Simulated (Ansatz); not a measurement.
Related cells compared by their work function (top / bottom face where they differ).

Cell A: a sheet of composition Au, 1 atom, square cell of 2.66 Å (7.1 Å²), symmetry P4/mmm, 0.0 Å thick under 16 Å of vacuum, in-plane vectors relaxed; planes from bottom to top: Au; a model cell; spin state with PBE: run without spin, k-point mesh 22×22×1.
```
Au
1.0
    2.66326     0.00000     0.00000
    0.00000     2.66326     0.00000
    0.00000     0.00000    16.00000
Au
1
Direct
  0.00000   0.00000   0.50000
```

Cell B: a sheet of composition Au3, 3 atoms, hexagonal cell of 5.32 Å (24.5 Å²), symmetry P6/mmm, 0.0 Å thick under 16 Å of vacuum, in-plane vectors relaxed; planes from bottom to top: Au3, all atoms in one plane; a model cell; spin state with PBE: run without spin, k-point mesh 18×18×1.
```yaml
crystal:
  lattice:
    - [5.31851, 0.00000, 0.00000]
    - [-2.65926, 4.60597, 0.00000]
    - [0.00000, 0.00000, 16.00000]
  atoms:
    - { symbol: Au, position: [0.50000, 0.00000, 0.50000] }
    - { symbol: Au, position: [0.00000, 0.50000, 0.50000] }
    - { symbol: Au, position: [0.50000, 0.50000, 0.50000] }
```

Plane-wave PAW calculations with Ansatz (a first-principles code), its default PAW set, cutoff 420 eV. The structures are at rest with PBE. Neutral cells; Fermi-Dirac smearing of at most 0.10 eV in the solids, energies taken to zero width. The runs are scalar-relativistic, without spin-orbit coupling. A dispersion term ran beside these levels; it doesn't touch the electrons. Vacuum level less Fermi level; the slabs are metallic.

### Question
What does PBE give for the work function (top / bottom face where they differ) of each cell (eV)?

### Answer
```csv
cell,PBE
A,5.70
B,6.01
```

With PBE the top face's value of B exceeds that of A by 0.31 eV.
